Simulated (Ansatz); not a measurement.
Structures of equal composition on the (111)B surface of 3C silicon carbide (C plane on top): (√3x√3)R30° Bi adatom at H3; (√3x√3)R30° Bi adatom at T4. The slabs share one bottom face, and each structure is named by its start. These are constructed structures in small cells; real faces may alloy, dewet or reconstruct in larger ones, and not all known structures of the face are among them. Slabs of about 11 Å with all that they carry, Fermi-Dirac smearing of 0.025 eV. Bottom of the slabs: H caps. Relaxed from the named starts with such symmetry as they have, on meshes of like density; energies extrapolated to zero smearing; no spin-orbit coupling, no U. Spin-polarised runs, if any, are marked in brackets, and their order is one that fits the cell; the others ran without spin. Where a second, spin-polarised start was run, the lower counts.

Host crystal: 3C silicon carbide, with a band gap (PBE, scalar-relativistic without spin-orbit coupling).

The numbers are results of r2SCAN, at the PBE geometry (plane waves to 500 eV, PAW; Ansatz, an electronic-structure program), not measurements.

### Question
Put the candidates in order of energy per 1x1 cell, lowest first, for r2SCAN, at the PBE geometry.

### Answer
(√3x√3)R30° Bi adatom at T4 (0.000 eV, gap 2.22 eV on the mesh), (√3x√3)R30° Bi adatom at H3 (0.058 eV, gap 1.88 eV on the mesh)
